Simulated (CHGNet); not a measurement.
Stishovite (SiO2)

Computed with the machine-learned potential CHGNet-r²SCAN (trained on r²SCAN data).

Cell (relaxed at this level):

```
SiO2
1.0
    4.16402     0.00000     0.00000
    0.00000     4.16402     0.00000
    0.00000     0.00000     2.68410
Si O
2 4
Direct
  0.00000   0.00000   0.00000
  0.50000   0.50000   0.50000
  0.30402   0.30402   0.00000
  0.80402   0.19598   0.50000
  0.19598   0.80402   0.50000
  0.69598   0.69598   0.00000
```

```yaml
lattice_parameter_a: 4.164 Å
lattice_parameter_c: 2.684 Å
equilibrium_volume_per_atom: 7.76 Å³/atom
```

Measured, for comparison: lattice constant a 4.179 Å, lattice parameter c 2.665 Å (room temperature, no zero-point or thermal correction; as tabulated in Hiroi (2015), arXiv:1503.02262). Computed (rounded) less measured: lattice constant a -0.4 %, lattice parameter c +0.7 %. A static lattice is as a rule a little smaller and stiffer than an uncorrected measurement, which narrows the difference in the lattice constant a and would widen misses of the other sign.

A machine-learned potential is trained on density-functional data: it inherits that level's misses and adds fitting errors of its own.
